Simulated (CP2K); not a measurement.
Band structure of LiCuAuO2 (Cm, 5 atoms in the cell).

```xyz
5
Lattice="3.2833 0.0000 0.0000 1.6131 2.8598 0.0000 -1.7596 -1.0277 7.2876" Properties=species:S:1:pos:R:3 pbc="T T T"
Li     1.4895     0.8699     5.4750
Cu     1.6258     0.9495     2.6332
Au    -0.0114    -0.0067     0.3768
O      3.1324     1.8295     5.6735
O     -0.0168    -0.0098     2.5421
```

Method: LDA (Pade form), GPW, DZVP-MOLOPT-SR-GTH basis, GTH-PADE potentials (GTH_POTENTIALS) in CP2K.

Settings: CUTOFF = 600 Ry; REL_CUTOFF = 60 Ry; SMEAR/METHOD = GAUSSIAN; SIGMA = 0.1 eV; KPOINTS/SCHEME = MONKHORST-PACK 9 9 4; GAMMA_CENTERED = T; XC_FUNCTIONAL = PADE; Li/BASIS_SET = DZVP-MOLOPT-SR-GTH-q3; Li/POTENTIAL = GTH-PADE-q3; Cu/BASIS_SET = DZVP-MOLOPT-SR-GTH-q11; Cu/POTENTIAL = GTH-PADE-q11; Au/BASIS_SET = DZVP-MOLOPT-SR-GTH-q11; Au/POTENTIAL = GTH-PADE-q11; O/BASIS_SET = DZVP-MOLOPT-SR-GTH-q6.

The starting cell comes from a database of computed structures (which also holds hypothetical and non-ambient phases and stackings), without a prior relaxation at this level. Spin-orbit coupling is off. Spin polarisation is off; with an odd number of electrons in the cell that forces a metal, and a magnetic state may lie lower. Values carry the incompleteness of an atom-centred basis.

Levels in eV from the Fermi level, bands 15 to 20:
```json
[
 {"point": "Γ", "15": "-1.74", "16": "-0.10", "17": "-0.06", "18": "0.71", "19": "0.77", "20": "0.93"},
 {"point": "Y", "15": "-1.16", "16": "-1.10", "17": "-0.87", "18": "-0.37", "19": "0.07", "20": "2.81"},
 {"point": "F", "15": "-1.14", "16": "-1.10", "17": "-0.83", "18": "-0.37", "19": "0.07", "20": "2.73"},
 {"point": "L", "15": "-1.11", "16": "-1.10", "17": "-0.63", "18": "-0.40", "19": "0.10", "20": "2.50"},
 {"point": "Z", "15": "-1.60", "16": "-0.08", "17": "-0.04", "18": "0.70", "19": "0.76", "20": "1.82"}
]
```

Bands cross the Fermi level along this path, so the cell is metallic at this level.

Higher empty bands are left out: an atom-centred basis made for the valence describes them poorly.
